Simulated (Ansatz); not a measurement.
# A computed series for TaN: pressure series

Take TaN in the rock salt structure (space group Fm-3m, No. 225; a = 4.4170 Å) as the base.

Cell and atoms are relaxed at each pressure.

The values are results of plane-wave PAW DFT at the PBE level (Ansatz, an electronic-structure program, 420 eV), no SOC, not measurements.

```tsv
pressure (GPa)	volume per atom (Å³/atom)
-2	10.838
-1	10.805
0	10.772
0.7	?
1.5	10.724
3	10.677
5	10.615
7.5	10.541
10	10.470
```

Problem. Fit the third-order Birch–Murnaghan form P(V) = (3B₀/2)[(V₀/V)^(7/3) − (V₀/V)^(5/3)]·[1 + (3/4)(B₀′ − 4)((V₀/V)^(2/3) − 1)] (squares taken in P) to the rows shown and predict the withheld row.

Solution. Least squares on the printed values gives V₀ = 10.772 Å³/atom, B₀ = 331 GPa, B₀′ = 4.2; this predicts 10.749 Å³/atom, and the run gives 10.750 Å³/atom, in agreement.

Load acts through the strain it causes; cell and atoms are relaxed under it. Stability against distortions was not tested. No other phases were tried under pressure. All final runs are without spin polarisation. This is not the structure that TaN has at room temperature and ambient pressure.
